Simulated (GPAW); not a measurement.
Input and output of a self-consistent single point for Ca (Fm-3m, 1 atom in the cell) (GPAW).

Computed with PBEsol, GPAW PAW datasets PBEsol (made by gpaw-setup) (plane waves; GPAW).

```xyz
1
Lattice="0.0000 2.7984 2.7984 2.7984 0.0000 2.7984 2.7984 2.7984 0.0000" Properties=species:S:1:pos:R:3 pbc="T T T"
Ca     0.0000     0.0000     0.0000
```

Reference input (self-consistent single point, DFT PBEsol, plane waves, GPAW PAW datasets PBEsol (made by gpaw-setup)): mode = pw; ecut = 550 eV; xc = PBEsol; kpts = 8 8 8; mesh shift (steps) = 0 0 0; occupations.name = methfessel-paxton; occupations.width = 0.1 eV; occupations.order = 0; nbands = -7; symmetry.symmorphic = false; symmetry.tolerance = 0.0005; maxiter = 100. This run's input differs from it in these lines:

```diff
@@ -14,3 +14,3 @@
             kpts={'size': (8, 8, 8), 'gamma': True},
-            occupations={'name': 'methfessel-paxton', 'width': 0.1, 'order': 0},
+            occupations={'name': 'methfessel-paxton', 'width': 0.3, 'order': 0},
             nbands=-7,
```

Output (repeated stretches shortened):

```
     iter     time        total  log10-change:
                         energy   eigst   dens
iter:   1 --:--:--    -2.095386
iter:   2 --:--:--    -2.218340   -0.96  -1.62
iter:   3 --:--:--    -2.226976   -1.73  -1.65
iter:   4 --:--:--    -2.229170   -2.29  -1.70
iter:   5 --:--:--    -2.228697c  -3.39  -2.33
iter:   6 --:--:--    -2.225437c  -3.53  -2.36
iter:   7 --:--:--    -2.225290c  -4.94  -3.03
iter:   8 --:--:--    -2.225295c  -6.03  -3.36
iter:   9 --:--:--    -2.225306c  -6.70  -3.35
iter:  10 --:--:--    -2.225311c  -7.44c -3.97
iter:  11 --:--:--    -2.225311c  -8.80c -4.70c
Converged after 11 iterations.

Dipole moment: (0.000000, 0.000000, 0.000000) |e|*Ang

Energy contributions relative to reference atoms: (reference = -18487.552579)

Kinetic:         -0.552623
Potential:       +2.534214
External:        +0.000000
XC:              -3.679490
Entropy (-ST):   -0.053174
Local:           -0.500825
SIC:             +0.000000
--------------------------
Free energy:     -2.251898
Extrapolated:    -2.225311

Showing only first 2 kpts
 Kpt  Band  Eigenvalues  Occupancy
  0     3    -19.89092    2.00000
  0     4     -0.90827    2.00000
  0     5      5.32843    0.00000
  0     6      5.32843    0.00000

  1     3    -19.89746    2.00000
  1     4     -0.56658    2.00000
  1     5      5.00682    0.00000
  1     6      5.46114    0.00000

Fermi level: 3.04551

No gap
No difference between direct/indirect transitions
Energy (eV): -2.225311

Forces in eV/Ang:
  0 Ca    0.00000    0.00000    0.00000

Stress tensor:
     0.007248    -0.000000     0.000000
    -0.000000     0.007248     0.000000
     0.000000     0.000000     0.007248
Stress (GPa, Voigt): [ 1.1613  1.1613  1.1613  0.      0.     -0.    ]
```

The run converged in 11 iterations. GPAW prints stress with tension positive. Against the reference run the free energy falls by 25.6 meV/atom and the pressure moves little (-1.20 to -1.16 GPa).

The starting cell has typed, rounded lattice constants, without a prior relaxation at this level. Its lattice was rescaled by up to half a per cent.
